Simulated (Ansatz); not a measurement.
Start from MnSnF₆ (space group R-3, No. 148; a = 5.4374 Å, c = 14.2405 Å (hexagonal axes); ferromagnetic).

All numbers come from Kohn–Sham DFT with the PBEsol+U (U_eff on d states: Mn 3.90 eV) functional, run in Ansatz (an electronic-structure program) with PAW and 420 eV plane waves, spin-orbit coupling left out.

Each order is relaxed in cell and atoms; arrows give the starting signs on the magnetic atoms.

One change was made to it. Results:

The energy rises by 0.58 eV/atom (to 0.01 eV only: unlike meshes or grids); the band gap goes from 2.71 eV to zero; the volume per atom decreases by 2.205 Å³, from 15.19 Å³ to 12.99 Å³.

**Question.** Which change produced these results?
A. non-magnetic
B. ↑↓ start, q = (1/2, 1/2, 1/2), 16 atoms
C. ↑↓ start, q = (0, 1/2, 1/2), 16 atoms
D. ↑↓ start, q = (0, 0, 1/2), 16 atoms

**Answer.** A, non-magnetic. For comparison, the band gap in the other runs: ↑↓ start, q = (0, 0, 1/2), 16 atoms gives 3.01 eV; ↑↓ start, q = (0, 1/2, 1/2), 16 atoms gives 2.86 eV; ↑↓ start, q = (1/2, 1/2, 1/2), 16 atoms gives 3.05 eV.

Other magnetic orders, which the real material may have, were not ruled out. Whether these cells are dynamically stable was not tested. A gap here joins edges of opposite spin (a spin-flip gap). Spin-polarised in the final run: base, ↑↓ start, q = (0, 0, 1/2), 16 atoms, ↑↓ start, q = (0, 1/2, 1/2), 16 atoms and ↑↓ start, q = (1/2, 1/2, 1/2), 16 atoms; the other runs are not. The U values are a database's picks, fitted on other projectors than the ortho-atomic ones used here.
